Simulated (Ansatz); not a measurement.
Base system: SnO$_{2}$ in the rutile structure (space group P4_2/mnm, No. 136; a = 4.7599 Å, c = 3.2008 Å). Axes: x, y, z lie along a, b, c of the conventional cell.

Computed with r2SCAN, PAW, 500 eV (Ansatz, a program for electronic structure; spin-orbit coupling left out).

For the base:

| Item | Result |
|---|---|
| Band gap | 1.77 eV |
| Electron mass | 0.19 mₑ along c, 0.22 mₑ across (at Γ) |
| Valence-band top at Γ | 0.00, -0.77, -0.77 eV |
| Pressure | 0.00 GPa |

Modification: the symmetric strain tensor [0.0230 0.0056 -0.0049; 0.0056 0.0105 -0.0022; -0.0049 -0.0022 -0.0129], atoms relaxed at fixed cell.

**Question.** Predict the new band gap, electron mass, valence-band top at Γ and pressure.

**Answer.** The band gap decreases by 0.13 eV to 1.64 eV; the electron mass changes from 0.19 mₑ along c, 0.22 mₑ across (at Γ) to 0.19 mₑ along z, 0.23 mₑ across (at Γ); the valence-band top at Γ (three highest levels, from the VBM) goes from 0.00, -0.77, -0.77 eV to 0.00, -0.74, -0.83 eV; the pressure (mean of the normal stresses, compression positive) goes from zero to -2.86 GPa.

Masses are band curvatures over ±0.01 Å⁻¹ around the edge. Stability against distortions was not tested.
